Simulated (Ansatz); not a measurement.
An ideal cubic perovskite cell is held by its symmetry; such compounds can tilt or shift off centre at room temperature. The starting structures come from a database of crystals and need not be the phases stable at ambient conditions.

 Where the default PAW files enter, the runs use the earlier of Ansatz's two default sets.

Inside the gap of an insulator the Bloch states are evanescent, with a wavenumber k + iκ along the transport direction.

Here is the system:

```
CdKF3
1.0
    4.38209     0.00000     0.00000
    0.00000     6.19721     0.00000
    0.00000     3.09861     3.09861
K Cd F
1 1 3
Direct
  0.00000   0.00000   0.00000
  0.50000   0.50000   0.00000
  0.50000   0.00000   0.50000
  0.50000   0.50000   0.50000
  0.00000   0.50000   0.00000
```

Space group of this cell: Pm-3m, cubic perovskite. The cell is taken as given.

Transport runs along the normal of the first two printed cell vectors, the (110) plane of the conventional cell.

The gap is the functional's own. No spin-orbit coupling. Mid-gap values are interpolated on the energy grid.

**Question.** Compute, with r2SCAN (Ansatz, a first-principles code), the band gap and the smallest decay constant κ at mid-gap.

**Answer.** Gap 3.83 eV on a 10×10×10 mesh; κ = 0.421 1/Å, at the zone centre.
